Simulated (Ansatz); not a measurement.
Results of r²SCAN (PAW; Ansatz, a first-principles code) for SnSeS (P3m1, No. 156, 3 atoms in the cell; start mp-1218912).

Settings: plane-wave cutoff 560 eV, 12×12×6 k mesh (along the axes of the cell as run), Fermi–Dirac smearing 0.01 eV, scalar-relativistic PAW data made under PBE.

Cell (relaxed with PBE-D3(BJ)):

Space group P3m1 (No. 156); a = b = 3.7537 Å, c = 5.9116 Å, α = β = 90.00°, γ = 120.00°

```
atom  site  symmetry       x       y       z
----  ----  --------  ------  ------  ------
Sn      1b       3m.  0.3333  0.6667  0.0082
Se      1a       3m.  0.0000  0.0000  0.7360
S       1c       3m.  0.6667  0.3333  0.2558
```

Problem. Predict the band gap and smallest direct gap on the k points sampled.

Solution. 
- band gap = 1.04 eV
- smallest direct gap on the k points sampled = 1.64 eV

Note: cell and atoms aren't relaxed at this level (largest force component 0.33 eV/Å, pressure 0.3 GPa).

Spin–orbit coupling is not included.

Computed values are for the static lattice.

Computing time: roughly 90 core-seconds.

A start named mp-… is a Materials Project structure, which need not be a measured phase.
